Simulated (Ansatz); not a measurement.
Take La2O3 (space group P-3m1, No. 164; a = 3.906 Å, c = 6.040 Å) as the base. Axes: x lies along a and z along c of the hexagonal cell.

Modification: the cell is stretched by 2.17 % along z with no lateral relaxation, atoms relaxed at fixed cell.

Levels (all Ansatz, a quantum-chemistry and plane-wave program, PAW): PBEsol (420 eV, no spin-orbit coupling); r2SCAN (500 eV, scalar-relativistic without spin-orbit coupling); HSE06 (420 eV, no spin-orbit coupling).

One geometry, relaxed with PBEsol, under each level:

| level | band gap | lowest conduction level above the VBM at special points | pressure |
|---|---|---|---|
| PBEsol | 3.78 eV | M 3.78 eV; K 3.80 eV; H 4.18 eV; Γ 4.19 eV | -2.11 GPa |
| r2SCAN | 4.26 eV | M 4.30 eV; K 4.26 eV; H 4.66 eV; Γ 4.76 eV | 1.60 GPa |
| HSE06 | 5.32 eV | M 5.39 eV; K 5.32 eV; H 5.88 eV; Γ 6.07 eV | – |

Single points use the geometry relaxed with PBEsol. Their cutoffs differ, which shifts pressures a little. The hybrid gap comes from the SCF mesh plus the semilocal run's edge points and a few special points and is an upper bound. The cells carry an imposed strain or load. Stability against distortions was not tested.
